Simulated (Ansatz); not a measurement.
Consider ZnS in the zinc blende structure (space group F-43m, No. 216; a = 5.357 Å).

Level of theory: PBEsol (Ansatz, a program for electronic structure, PAW, scalar-relativistic without spin-orbit coupling).

For the base:

* **Shortest interatomic distance**: 2.319 Å

Perturbation: cell and atoms relaxed at a pressure of 2.1 GPa.

Problem. How does this affect the shortest interatomic distance?

Solution. The shortest interatomic distance shrinks by 0.0195 Å to 2.300 Å.

Problem. Estimate the effect on the mean gap deformation potential ΔEg/Δln V.

Solution. The mean gap deformation potential ΔEg/Δln V is -4.3 eV.

Load acts through the strain it causes; cell and atoms are relaxed under it. Whether these cells are dynamically stable was not tested. Tetrahedral semiconductors of this kind turn to denser phases somewhere between about 1 and 50 GPa; those were not computed, so compressed cells here can lie past the real transition.
